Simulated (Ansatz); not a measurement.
RhCo₃C (model structure, started from the Mn3GaN type, Pm-3m, No. 221, 5 atoms in the cell) was calculated with PBEsol in Ansatz (PAW).

Numerical settings: plane-wave cutoff 520 eV, 14×14×14 k mesh, Fermi–Dirac smearing 0.05 eV, spin-polarised with parallel moments, scalar-relativistic PAW data made under PBE.

Cell (relaxed at this level):

```yaml
crystal:
  lattice:
    - [3.72935, 0.00000, 0.00000]
    - [0.00000, 3.72935, 0.00000]
    - [0.00000, 0.00000, 3.72935]
  atoms:
    - { symbol: Co, position: [0.50000, 0.50000, 0.00000], spin: 3.0 }
    - { symbol: Co, position: [0.00000, 0.50000, 0.50000], spin: 3.0 }
    - { symbol: Co, position: [0.50000, 0.00000, 0.50000], spin: 3.0 }
    - { symbol: Rh, position: [0.00000, 0.00000, 0.00000] }
    - { symbol: C, position: [0.50000, 0.50000, 0.50000] }
```

Question: Estimate the bulk modulus B0 that the calculation returns.

Answer: 
- bulk modulus B0: 203 GPa

The run finds no gap.

Note: the magnetic order was assumed, not searched for or taken from measurement; the bulk modulus is −V dP/dV from two relaxed cells at ±2 % in volume; the relaxation could raise the start's symmetry but not lower it, so the cell can be a saddle point.

Spins in the cell block are starting values.

The computed numbers hold no vibrational or temperature effects.

Computing time: roughly 4 core-minutes.

A model structure was made by putting elements into a prototype or built by hand; it is no filed structure, need not be a known phase, and can be a saddle point held by its symmetry.

Ansatz is a first-principles code.
